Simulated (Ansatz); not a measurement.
Be (model structure, started from the diamond type, Fd-3m, No. 227, 2 atoms in the cell): bulk modulus B0 by level of theory

No measured value is used here.

```csv
level (code),value (GPa),cell (Å³/atom)
LDA (Ansatz),47.5,14.04
PBEsol (Ansatz),___,14.48
r²SCAN (Ansatz),43.3,14.98
```

### Question
Some entries are withheld; supply them.

### Answer

- PBEsol (Ansatz, a quantum-chemistry and plane-wave program), value (GPa): 45.5

LDA, PBEsol, r²SCAN: the bulk modulus is −V dP/dV from two relaxed cells at ±2 % in volume. Each level is taken at its own relaxed cell. Cutoffs differ between the levels. Ansatz's density-functional and Hartree–Fock values are scalar-relativistic unless marked +SOC, with PAW data made under PBE.

A model structure was made by putting elements into a prototype or built by hand; it is no filed structure, need not be a known phase, and can be a saddle point held by its symmetry.
